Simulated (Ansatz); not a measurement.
Pressure series in RuP2

Start from RuP₂ (space group Pnnm, No. 58).

```
CELL_PARAMETERS angstrom
      5.10265     0.00000     0.00000
      0.00000     5.86860     0.00000
      0.00000     0.00000     2.86199
ATOMIC_POSITIONS crystal
  P  0.33753 0.87183 0.50000
  P  0.66247 0.12817 0.50000
  P  0.83753 0.62817 0.00000
  P  0.16247 0.37183 0.00000
  Ru 0.50000 0.50000 0.50000
  Ru 0.00000 0.00000 0.00000
```

Cell and atoms are relaxed at each pressure.

All numbers come from PBEsol (Ansatz, a quantum-chemistry and plane-wave program, PAW, spin-orbit coupling left out).

```csv
pressure (GPa),volume per atom (Å³/atom)
-2,14.428
0,14.284
0.3,?
0.7,14.236
1.5,14.181
3,14.082
5,13.956
7.5,13.807
10,13.666
```

Problem. Fit the third-order Birch–Murnaghan form P(V) = (3B₀/2)[(V₀/V)^(7/3) − (V₀/V)^(5/3)]·[1 + (3/4)(B₀′ − 4)((V₀/V)^(2/3) − 1)] (squares taken in P) to the rows shown and predict the withheld row.

Solution. Least squares on the printed values gives V₀ = 14.284 Å³/atom, B₀ = 204 GPa, B₀′ = 4.7; this predicts 14.263 Å³/atom, and the run gives 14.263 Å³/atom, in agreement.

Load acts through the strain it causes; cell and atoms are relaxed under it. Stability against distortions was not tested. Competing high-pressure phases were not computed.
